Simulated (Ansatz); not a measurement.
Ansatz (a quantum-chemistry and plane-wave program) run on TiSi2 (Cmcm, 6 atoms in the cell): relaxation of cell and atoms.

Computed with PBE, harder PAW files (source: ansatz) (plane waves; Ansatz).

```
TiSi2
1.0
    1.76952    -6.77618     0.00000
    1.76952     6.77618     0.00000
    0.00000     0.00000     3.57408
Ti Si
2 4
Direct
  0.89688   0.10312   0.75000
  0.10312   0.89688   0.25000
  0.55825   0.44175   0.75000
  0.44175   0.55825   0.25000
  0.24969   0.75031   0.75000
  0.75031   0.24969   0.25000
```

Reference input (self-consistent single point, DFT, PBE, plane waves, harder PAW files (source: ansatz)): basis.ecutwfc = 740 eV; kpoints.mp_grid.grid = 10 10 9; hamiltonian.xc = pbe; hamiltonian.pseudopotentials = {kind: paw, source: ansatz}; scf.occupations.method = fermi_dirac; scf.occupations.width = 0.1 eV. This run's input differs from it in these lines:

Ansatz 0.2 input:
```diff
@@ -14,3 +14,3 @@
 basis:
-  ecutwfc: 740.0
+  ecutwfc: 445.0
 kpoints:
@@ -27,2 +27,4 @@
     width: 0.1
+relax:
+  cell: {}
 output:
```

The program printed (abridged):

```
   [... SCF lines of the steps left out ...]
relax step   1: F+E_penalty+E_count = -7545.42592128 eV  Δ(F+E_penalty+E_count) = +0.000e0 eV  max|allowed force component| = 1.495e-1 eV/Å  Δτ_max = 0.0000 Å  P = +0.664 GPa  Ω = 85.711 Å³  (8 SCF iters, dr2 threshold 1.00e-7 eV, accepted)
relax step   2: F+E_penalty+E_count = -7545.41854849 eV  Δ(F+E_penalty+E_count) = +7.373e-3 eV  max|allowed force component| = 7.588e-2 eV/Å  Δτ_max = 0.0057 Å  P = +0.021 GPa  Ω = 85.978 Å³  energy of the carried Pulay correction = -9.200e-3 eV  (6 [...]
   [... lines left out ...]
relax step  10: F+E_penalty+E_count = -7545.42844133 eV  Δ(F+E_penalty+E_count) = +1.448e-4 eV  max|allowed force component| = 2.785e-4 eV/Å  Δτ_max = 0.0003 Å  P = +0.001 GPa  Ω = 85.961 Å³  energy of the carried Pulay correction = -1.578e-4 eV  (6 [...]
relax step  11: F+E_penalty+E_count = -7545.42855291 eV  Δ(F+E_penalty+E_count) = -1.116e-4 eV  max|allowed force component| = 5.354e-4 eV/Å  Δτ_max = 0.0000 Å  P = +0.002 GPa  Ω = 85.961 Å³  stress off target by 1.36e-2 GPa  SCF on the basis [...]
basis re-selected at this cell: Δ(F+E_penalty+E_count) = -1.116e-4 eV, ΔP = +0.002 GPa vs the last step
the relaxation is at rest under the 8 symmetry operations that the run kept from its start: a minimum is not shown …
Stability not checked: this state was not tested for a lower state beside it, because too few of the mixer's solves of this state at the end of the SCF gave a …
Free energy (F): -7545.428553 eV
Internal energy: -7545.375218 eV  (E = F + TS)
   [... lines left out ...]
Fermi energy:    12.787461 eV
  cell:  # Å, volume = 85.9606 Å³
   [... lines left out ...]
    - { symbol: Ti, position: [0.10288769652518404, 0.897112303474816, 0.25] }
    - { symbol: Si, position: [0.5592374320352984, 0.4407625679647016, 0.75] }
    - { symbol: Si, position: [0.4407625679647016, 0.5592374320352984, 0.25] }
    - { symbol: Si, position: [0.2496723764026203, 0.7503276235973797, 0.75] }
    - { symbol: Si, position: [0.7503276235973797, 0.2496723764026203, 0.25] }
```

The run converged.  The full log also holds: “iter 4 did not close the SCF: its close was put off for the readings that it lacked (scf_convergence_deferred on its scf_iter line)”. The full log also holds: “iter 5 did not close the SCF: its close was put off for the readings that it lacked (scf_convergence_deferred on its scf_iter line)”.

Summary of the result:
Free energy E − TS (on the zero of these files): -7545.4286 eV
Fermi level (on the code's own zero): 12.79 eV
Pressure: 0.00 GPa
Final cell: a = b = 6.991 Å, c = 3.584 Å, α = β = 90.00°, γ = 150.61°
Final volume per atom: 14.33 Å³
Relaxation steps: 11

The starting cell comes from a database of computed structures (which also holds hypothetical and non-ambient phases and stackings), without a prior relaxation at this level. Its lattice was rescaled by a random factor within 2.5 % of one. Spin polarisation is off. The relaxation keeps the symmetry of its start, so its end need not be a minimum. Ansatz's pressure includes its estimate of the finite-basis (Pulay) stress. Without the estimate this run gives -5.52 GPa. The cutoff lies below the one recommended for these files.

Cost on one core of a shared machine: roughly 4 min.
